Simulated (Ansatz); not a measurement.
Structures of equal composition on the (100) surface of fcc Cu: a layer of Au in place of the second plane; a layer of Au in place of the third plane. The slabs share one bottom face, and each structure is named by its start. These are constructed structures in small cells; real faces may alloy, dewet or reconstruct in larger ones, and not all known structures of the face are among them. Slabs of about 9 Å with all that they carry, Fermi-Dirac smearing of 0.1 eV. Bottom of the slabs: a bare face, its two planes held. Relaxed from the named starts with such symmetry as they have, on meshes of like density; energies extrapolated to zero smearing; no spin-orbit coupling, no U. Spin-polarised runs, if any, are marked in brackets, and their order is one that fits the cell; the others ran without spin.

Computed with PBE (plane waves to 420 eV, PAW; Ansatz, a quantum-chemistry and plane-wave program).

**Question.** Put the candidates in order of energy per 1x1 cell, lowest first, for PBE.

**Answer.** a layer of Au in place of the third plane (0.000 eV), a layer of Au in place of the second plane (0.078 eV)
